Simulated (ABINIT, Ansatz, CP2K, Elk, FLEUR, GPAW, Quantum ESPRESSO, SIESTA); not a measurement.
## Code comparison for BiN (P1, 4 atoms in the cell)

Self-consistent single point.

```xyz
4
Lattice="3.6137 0.0000 0.0000 0.3459 3.6443 0.0000 0.0768 -0.0019 5.3178" Properties=species:S:1:pos:R:3 pbc="T T T"
Bi     2.7342     3.2926     5.1114
Bi     0.5219     1.2805     2.4448
N      2.8748     3.4595     2.9018
N      0.3427     1.0883     0.2356
```

All programs got the same cell, k-point mesh and kind of occupations (in Ansatz's words: kpoints.mp_grid.grid = 5 5 3; scf.occupations.method = fermi_dirac; scf.occupations.width = 0.05 eV); potentials, basis and cutoffs are each program's usual ones.

| code | model | pressure (GPa) | largest force (eV/Å) | gap on the mesh (eV) | k-points | cutoff |
|---|---|---|---|---|---|---|
| Quantum ESPRESSO | LDA (PW92), PseudoDojo standard norm-conserving (LDA) pseudopotentials | 0.64 | 0.301 | 1.158 | 38 | 85 Ry |
| FLEUR | LDA (Perdew-Zunger), all-electron FLAPW (FLEUR), scalar-relativistic valence | – | 0.303 | 1.154 | 38 | Kmax 4.4 1/bohr |
| GPAW | LDA (Perdew-Wang 92), GPAW PAW datasets LDA (gpaw-data 1.0.1) | – | 0.198 | 1.142 | 38 | 900 eV |
| Elk | LDA (PW92), all-electron FP-LAPW, Elk's shipped species files, default APW+lo basis | – | – | 1.153 | 75 | rgkmax 7 |
| ABINIT | LDA (PW92), PAW (JTH v2.0 LDA PAW) | -0.07 | 0.260 | 1.162 | 38 | 52 Ry |
| Ansatz | LDA (PW92), PAW files made with PBE | 0.53 | 0.290 | 1.159 | 38 | default |
| CP2K | LDA (Pade form), GPW, DZVP-MOLOPT-SR-GTH basis, GTH-PADE potentials (GTH_POTENTIALS) | 3.35 | 0.492 | 1.043 | 38 | grid 400 Ry |
| SIESTA | LDA PW92, numerical atomic orbitals DZP, PseudoDojo LDA standard norm-conserving potentials (rewritten from UPF to PSML) | 5.33 | 1.025 | 1.139 | 38 | grid 400 Ry |

Size of the force on each atom (eV/Å): Sizes of forces hide their directions.

```json
[
 {"code": "Quantum ESPRESSO", "Bi1": "0.301", "Bi2": "0.295", "N3": "0.215", "N4": "0.205"},
 {"code": "FLEUR", "Bi1": "0.303", "Bi2": "0.297", "N3": "0.211", "N4": "0.202"},
 {"code": "GPAW", "Bi1": "0.198", "Bi2": "0.192", "N3": "0.117", "N4": "0.102"},
 {"code": "ABINIT", "Bi1": "0.260", "Bi2": "0.257", "N3": "0.175", "N4": "0.160"},
 {"code": "Ansatz", "Bi1": "0.290", "Bi2": "0.283", "N3": "0.202", "N4": "0.191"},
 {"code": "CP2K", "Bi1": "0.492", "Bi2": "0.483", "N3": "0.372", "N4": "0.368"},
 {"code": "SIESTA", "Bi1": "1.025", "Bi2": "1.023", "N3": "0.808", "N4": "0.791"}
]
```

A dash marks a value that a program does not give, or that is left out as unsure.

Gaps are read on the mesh. Another mesh or the band path gives a smaller gap, so these values are not converged in the mesh.

The spread over the programs that give each value: pressure within 5.40 GPa; largest force within 0.827 eV/Å; gap on the mesh within 0.119 eV.

The starting cell comes from a database of computed structures (which also holds hypothetical and non-ambient phases and stackings), without a prior relaxation at this level. Its lattice was rescaled by a random factor within 2.5 % of one. On Ansatz's run: Spin-orbit coupling is off.

**Question.** Why do the programs differ, and what cannot be compared?

**Answer.** Differences of this kind can come from the potentials, where these differ, and from what each basis and cutoff leave unconverged. The valence holds different numbers of electrons (Quantum ESPRESSO 40, FLEUR 40, GPAW 40, ABINIT 40, Ansatz (an electronic-structure program) 40, CP2K 20, SIESTA 40). The zero of total energies and Fermi levels follows the potentials and each program's conventions, so they are not compared here. CP2K and SIESTA use small atom-centred bases, whose incompleteness enters pressures, forces and empty levels differently from a plane-wave cutoff. FLEUR and Elk treat all electrons, but the usual bases taken here (sphere radii, linearisation, local orbitals, empty states) were not tested for convergence, so the values are no reference for the others. Ansatz's pressure is given at a fixed set of plane waves, as the other plane-wave codes print theirs; with its correction for the finite basis it is 0.75 GPa (the shift of 0.22 GPa shows how far the cutoff is from converged). The pressure of GPAW is left out: its cutoff lies under the one at which its stress was checked. The programs reduce the same mesh by symmetry to different extents, which changes the work and not the result. In the pressure, CP2K (by 2.82) and SIESTA (by 4.80) lie more than 1 GPa from the median of the plane-wave programs. In the force vectors, GPAW (by 0.081), CP2K (by 0.220) and SIESTA (by 0.760) lie more than 0.08 eV/Å from the median of the plane-wave programs.

Keys are those of Ansatz 0.2.
